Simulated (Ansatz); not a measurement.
The reference is Ge (space group I4_1/amd, No. 141; a = 5.117 Å, c = 2.805 Å; a cell from a computed database, its experimental status unchecked; relaxed with 0.1 eV smearing). Axes: x, y, z lie along a, b, c of the conventional cell.

Calculations: PBEsol (Ansatz, a program for electronic structure; PAW; 420 eV plane waves; no spin-orbit coupling).

Base values:

- Shortest interatomic distance: 2.653 Å
- Pressure: 0.0 GPa
- Band gap: zero

Now apply this change: the symmetric strain tensor [0.0150 -0.0075 0.0122; -0.0075 0.0139 -0.0071; 0.0122 -0.0071 0.0052], atoms relaxed at fixed cell.

**Question.** What happens to the shortest interatomic distance?

**Answer.** The shortest interatomic distance rises by 0.028 Å (2.653 Å → 2.681 Å).

**Question.** Predict the new pressure.

**Answer.** The pressure (mean of the normal stresses, compression positive) goes from zero to -2.4 GPa.

**Question.** Estimate the effect on the energy relative to the base.

**Answer.** The energy rises by 7.7 meV/atom.

**Question.** Estimate the effect on the band gap.

**Answer.** The band gap remains zero.

No phonon test of stability was made. This is not the structure that Ge has at room temperature and ambient pressure.
